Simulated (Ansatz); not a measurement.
## Short convergence ladders for a (001) slab of Sr2CdPt2 (cut from a parent of space group no. 71; 10 atoms in the cell)

```
CELL_PARAMETERS angstrom
      4.58062     0.00000     0.00000
      0.00000     5.99602     0.00000
      0.00000     0.00000    22.28001
ATOMIC_POSITIONS crystal
  Sr 0.00000 0.50000 0.52042
  Sr 0.00000 0.50000 0.68582
  Cd 0.00000 0.00000 0.60312
  Pt 0.50000 0.72608 0.60312
  Pt 0.50000 0.27392 0.60312
  Sr 0.50000 0.00000 0.31418
  Sr 0.50000 0.00000 0.47958
  Cd 0.50000 0.50000 0.39688
  Pt 0.00000 0.22608 0.39688
  Pt 0.00000 0.77392 0.39688
```

Base method: PBEsol, default PAW files made with PBE (plane waves; Ansatz, an electronic-structure program).

Base settings: basis.ecutwfc = 420 eV; kpoints.mp_grid.grid = 4 3 1; hamiltonian.xc = pbesol; hamiltonian.pseudopotentials = {kind: paw} (the program's default PAW files); scf.occupations.method = gaussian; scf.occupations.width = 0.1 eV.

The count of work is k-points × plane waves × bands × iterations; it is no time. Core times come from one kind of shared machine, to one figure; runs under 30 s give none.

**The vacuum**

The mesh stays at the base's, so the ladder's end is converged at best in this setting alone.

Only quantities that move along the ladder and can be compared are tabulated.

```tsv
vacuum between outermost atoms (Å)	free energy less the last step's (meV/atom)	largest difference of a force vector from the last step's (eV/Å)	count of work / last
3.0	-72.08	0.230	0.30
4.0	-38.21	0.105	0.32
5.0	-19.20	0.101	0.35
6.0	-7.30	0.077	0.37
7.0	-1.11	0.048	0.40
8.0	0.75	0.034	0.42
10.0	0.45	0.010	0.48
12.0	0.12	0.002	0.53
14.0	0.03	0.000	0.58
17.0	0.00	0.000	0.66
20.0	0.00	0.000	0.74
25.0	0.00	0.000	0.87
30.0	0.00	0.000	1.0
```

Smallest vacuum between outermost atoms (Å) that holds the forces within 0.02 eV/Å of the last step, with all finer ones: 10.0; the step before is off by 0.034 eV/Å.

Smallest vacuum between outermost atoms (Å) that holds the free energy within 1 meV/atom of the last step, with all finer ones: 8.0, at 0.42 of the last step's count of work; the step before is off by 1.1 meV/atom.

**The k-point mesh**

Only quantities that move along the ladder and can be compared are tabulated.

| kpoints.mp_grid.grid | free energy less the last step's (meV/atom) | largest difference of a force vector from the last step's (eV/Å) | count of work / last | core time / last (rough) |
|---|---|---|---|---|
| 2 1 1 | 332.81 | 0.220 | 0.041 | – |
| 2 2 1 | -54.86 | 0.108 | 0.056 | – |
| 3 2 1 | 47.22 | 0.270 | 0.062 | – |
| 4 3 1 | -2.65 | 0.067 | 0.084 | – |
| 5 4 1 | -0.80 | 0.079 | 0.13 | 0.1 |
| 6 5 1 | -5.72 | 0.024 | 0.17 | 0.2 |
| 7 6 1 | -1.52 | 0.040 | 0.23 | 0.2 |
| 9 7 1 | 0.90 | 0.018 | 0.28 | 0.3 |
| 10 8 1 | 1.05 | 0.009 | 0.42 | 0.4 |
| 12 9 1 | 0.72 | 0.009 | 0.49 | 0.5 |
| 14 10 1 | 0.43 | 0.013 | 0.68 | 0.6 |
| 16 12 1 | -0.24 | 0.004 | 0.89 | 0.8 |
| 19 14 1 | 0.00 | 0.000 | 1.0 | 1 |

Coarsest kpoints.mp_grid.grid that holds the free energy within 5 meV/atom of the last step, with all finer ones: 7 6 1, at 0.23 of the last step's count of work and about 0.2 of the last step's time; the step before is off by 5.7 meV/atom.

Coarsest kpoints.mp_grid.grid that holds the forces within 0.02 eV/Å of the last step, with all finer ones: 9 7 1, at 0.28 of the last step's count of work and about 0.3 of the last step's time; the step before is off by 0.040 eV/Å.

**The plane-wave cutoff**

The mesh stays at the base's, so the ladder's end is converged at best in this setting alone.

Only quantities that move along the ladder and can be compared are tabulated.

```tsv
basis.ecutwfc	free energy less the last step's (meV/atom)	largest difference of a force vector from the last step's (eV/Å)	count of work / last	core time / last (rough)
210 eV	4752.99	0.303	0.15	–
250 eV	950.46	0.033	0.18	–
295 eV	110.01	0.012	0.21	–
355 eV	3.61	0.001	0.27	–
420 eV	1.07	0.000	0.35	–
505 eV	0.26	0.000	0.47	0.5
630 eV	0.09	0.000	0.65	0.6
840 eV	0.00	0.000	1.0	1
```

Coarsest basis.ecutwfc that holds the forces within 0.01 eV/Å of the last step, with all finer ones: 355 eV, at 0.27 of the last step's count of work; the step before is off by 0.012 eV/Å.

Coarsest basis.ecutwfc that holds the free energy within 1 meV/atom of the last step, with all finer ones: 505 eV; the step before is off by 1.1 meV/atom.

On the base run: the starting cell comes from a database of computed structures (which also holds hypothetical and non-ambient phases and stackings), without a prior relaxation at this level. The slab is cut from that crystal, and its faces are unrelaxed. Its lattice was rescaled by up to half a per cent. Spin polarisation is off. Without a gap this mesh is coarse (it stands for a supercell whose shortest in-plane vector is 18 Å).

Left out of this page: 1 run of the series outside the window shown, repeating another row's setting, or not comparable.

Keys are those of Ansatz 0.2.
